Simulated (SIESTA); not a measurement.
**Short convergence ladders for Cu3Pd (P4mm, 4 atoms in the cell)**

```
CELL_PARAMETERS angstrom
      3.68295     0.00000     0.00000
      0.00000     3.68295     0.00000
      0.00000     0.00000     3.68295
ATOMIC_POSITIONS crystal
  Cu 0.01358 0.50000 0.50000
  Cu 0.50000 0.00000 0.50000
  Cu 0.50000 0.50000 0.00000
  Pd 0.00000 0.00000 0.00000
```

Base method: LDA PW92, numerical atomic orbitals DZP, PseudoDojo LDA standard norm-conserving potentials (rewritten from UPF to PSML) in SIESTA.

Base settings: XC.functional = LDA; XC.authors = PW92; potentials = PseudoDojo LDA standard; PAO.BasisSize = DZP; PAO.EnergyShift = 0.005 Ry; MeshCutoff = 350 Ry; kgrid.MonkhorstPack = 4 4 4; OccupationFunction = FD; ElectronicTemperature = 100 meV; MaxSCFIterations = 150.

Core times come from one kind of shared machine, to one figure; runs under 30 s give none.

**Shifted k-point meshes**

Only quantities that move along the ladder and can be compared are tabulated.

| kgrid.MonkhorstPack | free energy less the last step's (meV/atom) | pressure (GPa) | largest difference of a force vector from the last step's (eV/Å) | core time / last (rough) |
|---|---|---|---|---|
| 2 2 2 shifted by 0.5 0.5 0.5 | 276.52 | -11.55 | 0.028 | 0.09 |
| 4 4 4 shifted by 0.5 0.5 0.5 | -14.29 | -12.82 | 0.007 | 0.1 |
| 6 6 6 shifted by 0.5 0.5 0.5 | -0.20 | -12.54 | 0.001 | 0.1 |
| 8 8 8 shifted by 0.5 0.5 0.5 | -0.09 | -12.58 | 0.001 | 0.2 |
| 17 17 17 shifted by 0.5 0.5 0.5 | 0.00 | -12.70 | 0.000 | 1 |

Coarsest kgrid.MonkhorstPack that holds the pressure within 0.5 GPa of the last step, with all finer ones: 4 4 4 shifted by 0.5 0.5 0.5, at about 0.1 of the last step's time; the step before is off by 1.1 GPa.

Coarsest kgrid.MonkhorstPack that holds the forces within 0.005 eV/Å of the last step, with all finer ones: 6 6 6 shifted by 0.5 0.5 0.5, at about 0.1 of the last step's time; the step before is off by 0.007 eV/Å.

Coarsest kgrid.MonkhorstPack that holds the free energy within 5 meV/atom of the last step, with all finer ones: 6 6 6 shifted by 0.5 0.5 0.5, at about 0.1 of the last step's time; the step before is off by 14 meV/atom.

**The k-point mesh at a smearing width of 0.05 eV**

In this ladder: ElectronicTemperature = 50 meV.

Only quantities that move along the ladder and can be compared are tabulated.

| kgrid.MonkhorstPack | free energy less the last step's (meV/atom) | pressure (GPa) | core time / last (rough) |
|---|---|---|---|
| 3 3 3 | 14.42 | -12.53 | 0.2 |
| 5 5 5 | -6.51 | -12.53 | 0.3 |
| 7 7 7 | 0.03 | -12.61 | 0.3 |
| 10 10 10 | -0.79 | -12.76 | 0.6 |
| 12 12 12 | 0.00 | -12.75 | 1 |

Coarsest kgrid.MonkhorstPack that holds the pressure within 0.05 GPa of the last step, with all finer ones: 10 10 10; the step before is off by 0.15 GPa.

Coarsest kgrid.MonkhorstPack that holds the free energy within 5 meV/atom of the last step, with all finer ones: 7 7 7, at about 0.3 of the last step's time; the step before is off by 6.5 meV/atom.

Two neighbours can agree and both be off: 3 3 3 and 5 5 5 differ by 0.00 GPa in the pressure, yet lie about 0.22 GPa from the last step.

On the base run: the starting cell comes from a database of computed structures (which also holds hypothetical and non-ambient phases and stackings), without a prior relaxation at this level. Its lattice was rescaled by up to half a per cent. One atom was moved a little off its site on purpose. Spin polarisation is off. Values carry the incompleteness of an atom-centred basis. In the base run, with a pressure of about -13 GPa the cell is away from its equilibrium volume at this level. Without a gap this mesh is coarse (it stands for a supercell whose shortest vector is 15 Å).
